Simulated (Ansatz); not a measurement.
We consider CdO (model structure, Pm-3m, No. 221, 2 atoms in the cell), described by PBEsol (PAW; Ansatz, a quantum-chemistry and plane-wave program).

Numerical settings: plane-wave cutoff 520 eV, 20×20×20 k mesh, Fermi–Dirac smearing 0.05 eV, scalar-relativistic PAW data made under PBE.

Cell (relaxed at this level):

```cif
data_CdO
_chemical_formula_sum 'Cd1 O1'
_space_group_name_H-M_alt 'Pm-3m'
_space_group_IT_number 221
_space_group_name_Hall '-P 4 2 3'
_cell_length_a 2.88150
_cell_length_b 2.88150
_cell_length_c 2.88150
_cell_angle_alpha 90.000
_cell_angle_beta 90.000
_cell_angle_gamma 90.000
loop_
_atom_site_label
_atom_site_type_symbol
_atom_site_symmetry_multiplicity
_atom_site_Wyckoff_symbol
_atom_site_fract_x
_atom_site_fract_y
_atom_site_fract_z
_atom_site_occupancy
Cd1 Cd 1 a 0.00000 0.00000 0.00000 1
O1 O 1 b 0.50000 0.50000 0.50000 1
```

**Question.** Give the computed bulk modulus B0.

**Answer.** 
- bulk modulus B0 = 151 GPa

The run finds no gap.

Note: the bulk modulus is −V dP/dV from two relaxed cells at ±2 % in volume; the relaxation could raise the start's symmetry but not lower it, so the cell can be a saddle point.

It cost roughly 40 core-seconds of CPU time.

A model structure was made by putting elements into a prototype or built by hand; it is no filed structure, need not be a known phase, and can be a saddle point held by its symmetry.
